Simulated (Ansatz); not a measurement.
Consider AlRu in the CsCl type structure (space group Pm-3m, No. 221; a = 2.983 Å; relaxed with 0.1 eV smearing). Axes: x, y, z lie along the cube axes.

Computed with Kohn–Sham DFT with the r2SCAN functional, run in Ansatz (a first-principles code) with PAW and 500 eV plane waves, without spin-orbit coupling.

Before the change:

```
Item       Result
--------  -------
Pressure  0.0 GPa
```

It is then changed as follows: biaxial strain +1.25 %, plane normal [111], relaxed out of plane (Cartesian); in-plane vectors clamped, the third vector and the atoms free.

Problem. How does this affect the pressure and out-of-plane strain?

Solution. The pressure (mean of the normal stresses, compression positive) goes from zero to -3.6 GPa; the out-of-plane strain is -0.75 %.

Whether these cells are dynamically stable was not tested. All final runs are without spin polarisation.
